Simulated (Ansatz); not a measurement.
Given:

```
CELL_PARAMETERS angstrom
      0.00000     3.21230     3.21230
      3.21230     0.00000     3.21230
      3.21230     3.21230     0.00000
ATOMIC_POSITIONS crystal
  Te 0.00000 0.00000 0.00000
  Pb 0.50000 0.50000 0.50000
```

No spin polarisation.

Calculations: plane-wave PAW DFT at the PBE level (Ansatz, a program for electronic structure, 420 eV), without spin-orbit coupling, earlier PAW set. Settings: 9×9×9 k-points, 0.05 eV Fermi–Dirac smearing.

Estimate the gap character.

Direct at L.

Estimate the electron mass.

0.27 mₑ along k, 0.10 mₑ across (at L).

What hole mass does the calculation give?

0.40 mₑ along k, 0.072 mₑ across (at L).

What is the computed band gap?

0.70 eV.

Spin-orbit coupling, missing from the scalar runs, can matter with Pb and Te. Load acts through the strain it causes; cell and atoms are relaxed under it. Effective masses come from finite differences of ±0.01 Å⁻¹. Along k means along the line from Γ to the band edge. Stability against distortions was not tested. The cell was made from PbTe in the rock salt structure (space group Fm-3m, No. 225) by this change: pressure 3 GPa.
